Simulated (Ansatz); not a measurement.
# Hypothetical CsCl type NaI, response to strain

Take NaI in the CsCl type structure (space group Pm-3m, No. 221; a = 4.062 Å; a hypothetical phase, not in the database extracts checked) as the base. Axes: x, y, z lie along the cube axes.

Strains are applied to the cell and any free atomic positions relax; under biaxial strain the out-of-plane vector relaxes too; under stress the whole cell relaxes.

Levels (all Ansatz, a program for electronic structure, PAW): PBE (420 eV, without spin-orbit coupling); r2SCAN (500 eV, scalar-relativistic without spin-orbit coupling).

The base cell above is that of PBE; each level relaxes its own structures.

```json
[
 {"case": "biaxial strain −1.10 %, plane normal [001], relaxed out of plane", "band gap, PBE": "2.28 eV", "band gap, r2SCAN": "3.07 eV"},
 {"case": "biaxial strain +1.23 %, plane normal [001], relaxed out of plane", "band gap, PBE": "2.19 eV", "band gap, r2SCAN": "2.96 eV"},
 {"case": "biaxial strain +1.56 %, plane normal [001], relaxed out of plane", "band gap, PBE": "2.17 eV", "band gap, r2SCAN": "2.93 eV"},
 {"case": "biaxial strain +3.24 %, plane normal [110], relaxed out of plane", "band gap, PBE": "2.19 eV", "band gap, r2SCAN": "2.95 eV"},
 {"case": "isotropic strain +0.72 %", "band gap, PBE": "2.25 eV", "band gap, r2SCAN": "3.02 eV"},
 {"case": "isotropic strain +1.29 %", "band gap, PBE": "2.23 eV", "band gap, r2SCAN": "2.99 eV"},
 {"case": "uniaxial strain ε_yy = +1.49 %", "band gap, PBE": "2.22 eV", "band gap, r2SCAN": "2.99 eV"},
 {"case": "uniaxial strain ε_zz = −0.80 %", "band gap, PBE": "2.25 eV", "band gap, r2SCAN": "3.03 eV"},
 {"case": "uniaxial stress, 2 GPa compression along z", "band gap, PBE": "2.13 eV", "band gap, r2SCAN": "2.93 eV"},
 {"case": "uniaxial stress, 0.5 GPa tension along x", "band gap, PBE": "2.24 eV", "band gap, r2SCAN": "3.02 eV"}
]
```

PBE lies below r2SCAN in every row, by 0.76 eV to 0.80 eV. Near ties aside, they put the cases in the same order.

Spin-orbit coupling, missing from the scalar runs, can matter with I. Beyond what the load breaks, stability against distortions was not tested.
